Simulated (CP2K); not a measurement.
Worked example: self-consistent single point of a (001) slab of CsCaH3 (cut from a parent of space group no. 221; 10 atoms in the cell) in CP2K.

Method of the run: LDA (Pade form), GPW, DZVP-MOLOPT-SR-GTH basis, GTH-PADE potentials (GTH_POTENTIALS) in CP2K 2026.2.

```yaml
crystal:
  lattice:
    - [4.59808, 0.00000, 0.00000]
    - [0.00000, 4.59808, 0.00000]
    - [0.00000, 0.00000, 20.89709]
  atoms:
    - { symbol: Cs, position: [0.00000, 0.00000, 0.44499] }
    - { symbol: Ca, position: [0.50000, 0.50000, 0.33498] }
    - { symbol: H, position: [0.50000, 0.00000, 0.33498] }
    - { symbol: H, position: [0.00000, 0.50000, 0.33498] }
    - { symbol: H, position: [0.50000, 0.50000, 0.44499] }
    - { symbol: Cs, position: [0.00000, 0.00000, 0.66502] }
    - { symbol: Ca, position: [0.50000, 0.50000, 0.55501] }
    - { symbol: H, position: [0.50000, 0.00000, 0.55501] }
    - { symbol: H, position: [0.00000, 0.50000, 0.55501] }
    - { symbol: H, position: [0.50000, 0.50000, 0.66502] }
```

Reference input (self-consistent single point, DFT LDA (Pade form), GPW, DZVP-MOLOPT-SR-GTH basis, GTH-PADE potentials (GTH_POTENTIALS)): CUTOFF = 500 Ry; REL_CUTOFF = 40 Ry; SMEAR/METHOD = FERMI_DIRAC; ELECTRONIC_TEMPERATURE = 580.23 K; KPOINTS/SCHEME = MONKHORST-PACK 3 3 1; XC_FUNCTIONAL = PADE; Cs/BASIS_SET = DZVP-MOLOPT-SR-GTH-q9; Cs/POTENTIAL = GTH-PADE-q9; Ca/BASIS_SET = DZVP-MOLOPT-SR-GTH-q10; Ca/POTENTIAL = GTH-PADE-q10; H/BASIS_SET = DZVP-MOLOPT-SR-GTH-q1; H/POTENTIAL = GTH-PADE-q1. This run's input differs from it in these lines:

```diff
@@ -40,3 +40,3 @@
     &KPOINTS
-      SCHEME MONKHORST-PACK 3 3 1
+      SCHEME MONKHORST-PACK 5 5 1
     &END KPOINTS
```

Output (repeated stretches shortened):

```
 SCF WAVEFUNCTION OPTIMIZATION

  Step     Update method      Time    Convergence         Total energy    Change
     1 NoMix/Diag. 0.20E+00      -     2.12506802      -116.9588666747 -1.17E+02
     2 Broy./Diag. 0.20E+00      -     0.01610201      -116.9970174672 -3.82E-02
     3 Broy./Diag. 0.20E+00      -     0.05903741      -117.0750209978 -7.80E-02
     4 Broy./Diag. 0.20E+00      -     0.01472987      -117.2752846877 -2.00E-01
     5 Broy./Diag. 0.20E+00      -     0.04105325      -117.2797331837 -4.45E-03
     6 Broy./Diag. 0.20E+00      -     0.00510156      -117.3094015620 -2.97E-02
   [... 30 lines left out ...]
    37 Broy./Diag. 0.20E+00      -     0.00000026      -117.3605935879 -9.21E-07
    38 Broy./Diag. 0.20E+00      -     0.00000025      -117.3605941222 -5.34E-07
    39 Broy./Diag. 0.20E+00      -     0.00000010      -117.3605940996  2.26E-08
    40 Broy./Diag. 0.20E+00      -     0.00000009      -117.3605939921  1.08E-07
  *** SCF run converged in    40 steps ***

  Overlap energy of the core charge distribution:               0.00000000000000
  Self energy of the core charge distribution:               -237.75527706685577
  Core Hamiltonian energy:                                     52.99545543012138
  Hartree energy:                                              85.76642705130506
  Exchange-correlation energy:                                -18.36719940669484
  Electronic entropic energy:                                  -0.00000000000033
  Fermi energy:                                                 0.01478842921007

  Total energy:                                              -117.36059399212451
  Total energy (extrapolated to T->0):                       -117.36059399212434

   [... lines left out ...]

 STRESS| Analytical stress tensor [bar]
 STRESS|                        x                   y                   z
 STRESS|      x       -1.62349054941E+04   2.20117063674E-05   3.95304439326E-06
 STRESS|      y        2.20117063674E-05  -1.62348955205E+04   3.97632413685E-06
 STRESS|      z        3.95304439326E-06   3.97632413685E-06  -1.36004846483E+04
 STRESS| 1/3 Trace                                            -1.53567618876E+04
```

The run converged in 40 iterations. Against the reference run the free energy hardly moves (within 1 meV/atom), the largest force moves little (0.633 to 0.639 eV/Å) and the gap on the mesh goes from 3.205 to 2.912 eV.

The starting cell comes from a database of computed structures (which also holds hypothetical and non-ambient phases and stackings), without a prior relaxation at this level. The slab is cut from that crystal, and its faces are unrelaxed. Its lattice was rescaled by up to half a per cent. The two faces of this cut differ, and no dipole correction was used. Values carry the incompleteness of an atom-centred basis. Another mesh or the band path of this cell gives a smaller gap, so this value is not converged in the mesh.

Cost on one core of a shared machine: roughly 90 s.
